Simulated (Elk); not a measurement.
Band structure of NdAl2 (Fd-3m, 6 atoms in the cell).

```
CELL_PARAMETERS angstrom
      0.00000     3.99795     3.99795
      3.99795     0.00000     3.99795
      3.99795     3.99795     0.00000
ATOMIC_POSITIONS crystal
  Nd 0.50000 0.50000 0.50000
  Nd 0.75000 0.75000 0.75000
  Al 0.12500 0.12500 0.12500
  Al 0.62500 0.12500 0.12500
  Al 0.12500 0.12500 0.62500
  Al 0.12500 0.62500 0.12500
```
Moments meant for the start (each program seeds them in its own way; μB, in the order of the atoms Nd Nd Al Al Al Al): 3.0 3.0 0.0 0.0 0.0 0.0.

Level of theory: PBEsol, all-electron FP-LAPW, Elk's shipped species files, default APW+lo basis in Elk 10.2.4.

Settings: xctype = 22; spinpol = true; swidth = 0.00367493 Ha; ngridk = 6 6 6; reducebf = 0.7; nempty = 10 per atom; maxscl = 100.

The starting cell comes from a database of computed structures (which also holds hypothetical and non-ambient phases and stackings), without a prior relaxation at this level. Its lattice was rescaled by a random factor within 2.5 % of one. Spin-orbit coupling is off. The magnetic order is the one reached from the typed start; others were not searched systematically. With U or open f shells several self-consistent states can exist. The f electrons are in the valence without U or exact exchange, which can misplace them near the Fermi level. Spin-orbit terms, which matter for f shells, are left out. Values depend on the basis (sphere radii, cutoffs, local orbitals), which need not be converged.

Levels in eV from the Fermi level, bands 33 to 40 of the first spin channel:
| point | 33 | 34 | 35 | 36 | 37 | 38 | 39 | 40 |
|---|---|---|---|---|---|---|---|---|
| Γ | -0.11 | -0.10 | 0.03 | 0.04 | 0.05 | 0.09 | 0.10 | 0.11 |
| X | -0.06 | -0.05 | -0.03 | -0.03 | 0.05 | 0.05 | 0.16 | 0.17 |
| W | -0.05 | -0.04 | -0.04 | -0.02 | 0.01 | 0.02 | 0.22 | 0.22 |
| K | -0.07 | -0.04 | -0.03 | -0.03 | -0.01 | 0.06 | 0.17 | 0.20 |
| L | -0.15 | -0.09 | 0.02 | 0.03 | 0.06 | 0.06 | 0.15 | 0.16 |
| U | -0.07 | -0.04 | -0.03 | -0.03 | -0.01 | 0.07 | 0.17 | 0.20 |

Bands cross the Fermi level along this path, so the cell is metallic at this level.

The net moment of the cell came out as 7.24 μB.
